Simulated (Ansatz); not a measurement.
The reference is a 9-atom supercell of HfO$_{2}$ in the fluorite structure (space group Fm-3m, No. 225; a = 5.045 Å) at its relaxed geometry.

Computed with Ansatz (a program for electronic structure) PBEsol, no spin-orbit coupling, earlier PAW set.

One neutral defect a cell, atoms relaxed at fixed cell.

One change was made to it. Results:

```json
[
 {"quantity": "pressure", "base": "0.0 GPa", "after": "13.1 GPa"},
 {"quantity": "largest displacement of a host atom from its site in the perfect cell", "base": "–", "after": "0.31 Å"}
]
```

Task: Name the change that was made.
(A) Li interstitial (started 1.95 Å from the nearest host atom)
(B) Yb on a Hf site, symmetric start
(C) O on a Hf site (antisite)

Result: A, Li interstitial (started 1.95 Å from the nearest host atom). For comparison, the pressure in the other runs: Yb on a Hf site, symmetric start gives 9.0 GPa; O on a Hf site (antisite) gives 4.5 GPa.

The magnetic state is the one reached from the starting moments; the real material's order can differ, and small cells can't hold many antiferromagnetic ones. The state of the 4f shell was not checked for lower solutions. In so small a cell the defect repeats every few ångströms: this is an ordered compound, not a dilute defect. A case with no gap was solved on a k-mesh chosen for an insulator, which is coarse for it. Defects with a symmetric start kept the site's symmetry and may sit on a saddle; the others started slightly shaken. Seeded moments were not kept for Li interstitial (started 1.95 Å from the nearest host atom). No Hubbard U is applied, and correlation can decide whether such a compound is a metal. This is not the structure that HfO2 has at room temperature and ambient pressure.
